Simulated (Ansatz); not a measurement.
Take AlN in the wurtzite structure (space group P6_3mc, No. 186; a = 3.130 Å, c = 5.017 Å) as the base.

Calculations: PBE (Ansatz, an electronic-structure program, PAW, no SOC), earlier PAW set.

Modification: full substitution Al → B; the structure is relaxed again.

Measured lattice parameter a: AlN 3.1113 Å (0 K or low temperature; as listed in arXiv:1206.3780); BN 2.55 Å (temperature not stated; as listed in K. Doll, J. C. Schön, M. Jansen, Physical Review B (2008)).

Task: How well does PBE reproduce the measured shift?

Result: With PBE the lattice parameter a moves by -0.576 Å (3.130 → 2.554) against -0.561 Å measured.

Whether these cells are dynamically stable was not tested.
